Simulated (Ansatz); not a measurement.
Relaxed 24-atom cells of (Ti,Hf)Si2 in the ZrSi2 (C49) type type, of low symmetry and near-random order, with the end members in the same type and cell. The ZrSi2 (C49) type type need not be the stable form of every end member, so that mixing against the stable forms can cost more. Here −b is the interaction parameter Ω of a regular solution. Left out are ordered and sheared cells and those that changed their type; one cell stands for each fraction.

Calculation: PBE (plane waves to 420 eV, PAW; Ansatz, an electronic-structure program). Scalar-relativistic, without spin–orbit coupling; the runs are not spin-polarised.

```csv
cell,fraction of Hf,mixing enthalpy (meV a mixed site)
TiSi2,0,0
HfTi7Si16,0.1250,21
HfTi3Si8,0.2500,34
Hf3TiSi8,0.7500,32
Hf7TiSi16,0.8750,withheld
HfSi2,1,0
```

### Question
Fit y = y0 + (y1 − y0) x − b x (1 − x), with y0 and y1 the end rows to the rows shown by least squares, with x the second column and y the third, and predict the withheld row.

### Answer
The fit gives b = -178, with a root-mean-square miss of 1.0 on the rows shown. At x = 0.8750 it predicts 19; the run gives 18, a miss of +1.
